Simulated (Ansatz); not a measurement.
## Pressure series in hypothetical CsCl type LaAs

Take LaAs in the CsCl type structure (space group Pm-3m, No. 221; a = 3.744 Å; a hypothetical phase, not in the database extracts checked) as the base.

Cell and atoms are relaxed at each pressure.

The values are results of PBE (Ansatz, a program for electronic structure, PAW, scalar-relativistic without spin-orbit coupling), not measurements.

Two rows of this table had their results exchanged by mistake.

```tsv
pressure	volume per atom (Å³)	shortest distance (Å)	band gap
pressure −2 GPa	27.11	3.278	zero
pressure −1 GPa	26.66	3.260	zero
pressure 0.9 GPa	25.91	3.229	zero
pressure 2.1 GPa	21.08	3.014	zero
pressure 4.5 GPa	24.72	3.179	zero
pressure 9 GPa	23.54	3.127	zero
pressure 15 GPa	22.30	3.071	zero
pressure 22.5 GPa	25.48	3.211	zero
pressure 30 GPa	20.09	2.966	zero
```

Task: Which two?

Result: The rows for pressure 2.1 GPa and pressure 22.5 GPa: the volume has to fall steadily with pressure, so 25.48 Å³ belongs to pressure 2.1 GPa and 21.08 Å³ to pressure 22.5 GPa.

Load acts through the strain it causes; cell and atoms are relaxed under it. No phonon test of stability was made. No other phases were tried under pressure. All final runs are without spin polarisation.
